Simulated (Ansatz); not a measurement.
Consider CuI in the zinc blende structure (space group F-43m, No. 216; a = 6.0228 Å). Axes: x, y, z lie along the cube axes.

Calculations: r2SCAN (Ansatz, a quantum-chemistry and plane-wave program; PAW; 500 eV plane waves; scalar-relativistic without spin-orbit coupling).

Strains are applied to the cell and any free atomic positions relax; under biaxial strain the out-of-plane vector relaxes too.

One change was made to it. Results:

The band gap drops by 0.064 eV (1.67 eV → 1.60 eV); the pressure (mean of the normal stresses, compression positive) goes from zero to -0.65 GPa; the energy grows by 2.1 meV/atom.

Q: Name the change that was made.
A. biaxial strain +1.25 %, plane normal [111], relaxed out of plane
B. biaxial strain +1.67 %, plane normal [111], relaxed out of plane
C. biaxial strain +2.08 %, plane normal [111], relaxed out of plane
D. biaxial strain +0.42 %, plane normal [111], relaxed out of plane

A: A, biaxial strain +1.25 %, plane normal [111], relaxed out of plane. For comparison, the energy relative to the base in the other runs: biaxial strain +1.67 %, plane normal [111], relaxed out of plane gives +3.7 meV/atom; biaxial strain +2.08 %, plane normal [111], relaxed out of plane gives +5.8 meV/atom; biaxial strain +0.42 %, plane normal [111], relaxed out of plane gives +0.2 meV/atom.

Spin-orbit coupling, missing from the scalar runs, can matter with I. No phonon test of stability was made. The final runs are not spin-polarised.
